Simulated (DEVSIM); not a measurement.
Structure: illuminated Si p-on-n cell, one wavelength, with a back-surface field, at 300 K.

Layer 1 from the left is Si, thickness (μm) 0.740, Na (cm⁻³) 1.2e18, τn (s) 1.3e-6, τp (s) 7.4e-7, absorption coefficient (cm⁻¹) 3000. Layer 2 from the left is Si, thickness (μm) 92.0, Nd (cm⁻³) 3.2e15, τn (s) 8.3e-6, τp (s) 8.3e-6, absorption coefficient (cm⁻¹) 3000. Layer 3 from the left is Si, thickness (μm) 0.170, Nd (cm⁻³) 4.3e18, τn (s) 8.3e-6, τp (s) 8.3e-6, absorption coefficient (cm⁻¹) 3000.

Left contact: ohmic, minority electron recombination velocity 20000 cm/s. Right contact: ohmic, minority hole recombination velocity 6e5 cm/s. Voltage is applied to the left contact. Recombination: SRH at mid-gap, radiative, Auger. Light enters at the left, 9e16 photons cm⁻² s⁻¹, one pass, no reflection. Mobility is constant in doping.

This is a model device: material constants are rounded textbook-type values typed into the input, and sizes, dopings and lifetimes were drawn at random. Values at 300 K.

Si: gap (eV) 1.124, affinity (eV) 4.05, permittivity 11.7, Nc (cm⁻³) 2.86e19, Nv (cm⁻³) 3.1e19, μn (cm²/Vs) 1417, μp (cm²/Vs) 470, B (cm³/s) 4.7e-15, Cn (cm⁶/s) 2.8e-31, Cp (cm⁶/s) 9.9e-32.

Simulated with DEVSIM: 1D drift-diffusion, Boltzmann statistics, complete ionisation; no tunnelling, impact ionisation, image-force lowering or self-heating.

Dark forward current:

```csv
|V| (V),|J| (A/cm²)
0.05,9.820e-10
0.10,3.658e-9
0.15,1.205e-8
0.20,4.257e-8
0.25,1.771e-7
0.30,8.919e-7
0.35,5.222e-6
0.40,3.340e-5
0.45,0.0002230
0.50,0.001514
0.55,0.01019
0.60,0.06251
0.65,0.2961
0.70,1.176
0.75,4.688
0.80,18.40
0.85,65.56
0.90,195.8
0.95,474.7
1.00,956.7
1.05,1670
1.10,2620
```

Q: Work out the local ideality factor n = ΔV / (kT/q · ln(J2/J1)) between the rows 0.15 and 0.20 V, 0.45 and 0.50 V, 1.05 and 1.10 V.

A: kT/q = 25.85 mV. From 0.15 to 0.20 V: ln(4.257e-8/1.205e-8) = 1.262, n = 1.53. From 0.45 to 0.50 V: ln(0.001514/0.0002230) = 1.915, n = 1.01, near the 1 of diffusion or emission over a barrier. From 1.05 to 1.10 V: ln(2620/1670) = 0.450, n = 4.29.

Q: What current could the absorbed light give at most, and what share is collected?

A: Σ αd = 27.9, so qΦ(1 − exp(−Σ αd)) = 14.4 mA/cm². The simulated short-circuit current is 14.11 mA/cm², a share of 0.98.

Q: Estimate the open-circuit voltage by superposition: the voltage at which the dark current equals that short-circuit current.

A: Interpolating ln J in the table gives 0.559 V. The simulation gives 0.559 V, the same within the digits that matter. Superposition holds where collection doesn't change with voltage.

Q: Estimate the fill factor from FF0 = (v − ln(v + 0.72))/(v + 1), v = qVoc/(nkT), with n from the dark curve.

A: The rows about Voc, 0.55 and 0.60 V, give n = 1.07, so v = 20.3 and FF0 = 0.810. The simulation gives 0.815, the same within the digits that matter.
